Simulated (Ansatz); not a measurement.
# A computed series for ZrC: pressure series

The reference is ZrC in the rock salt structure (space group Fm-3m, No. 225; a = 4.7087 Å).

Cell and atoms are relaxed at each pressure.

Level of theory: DFT with PBE, PAW potentials and a 420 eV plane-wave cutoff in Ansatz (a program for electronic structure), no spin-orbit coupling.

| pressure (GPa) | volume per atom (Å³/atom) |
|---|---|
| -2 | 13.171 |
| -1 | ? |
| 0 | 13.050 |
| 0.9 | 12.999 |
| 2.1 | 12.931 |
| 4.5 | 12.800 |
| 9 | 12.569 |
| 22.5 | 11.983 |
| 30 | 11.708 |

Task: Fit the third-order Birch–Murnaghan form P(V) = (3B₀/2)[(V₀/V)^(7/3) − (V₀/V)^(5/3)]·[1 + (3/4)(B₀′ − 4)((V₀/V)^(2/3) − 1)] (squares taken in P) to the rows shown and predict the withheld row.

Result: Least squares on the printed values gives V₀ = 13.051 Å³/atom, B₀ = 222 GPa, B₀′ = 4.0; this predicts 13.110 Å³/atom, and the run gives 13.110 Å³/atom, in agreement.

Measured bulk modulus of ZrC: 223.1 GPa (temperature not stated; as listed in arXiv:1102.4063); the computed value is for a static lattice, so the two differ by thermal effects too.

Load acts through the strain it causes; cell and atoms are relaxed under it. Stability against distortions was not tested. No other phases were tried under pressure. All final runs are without spin polarisation.
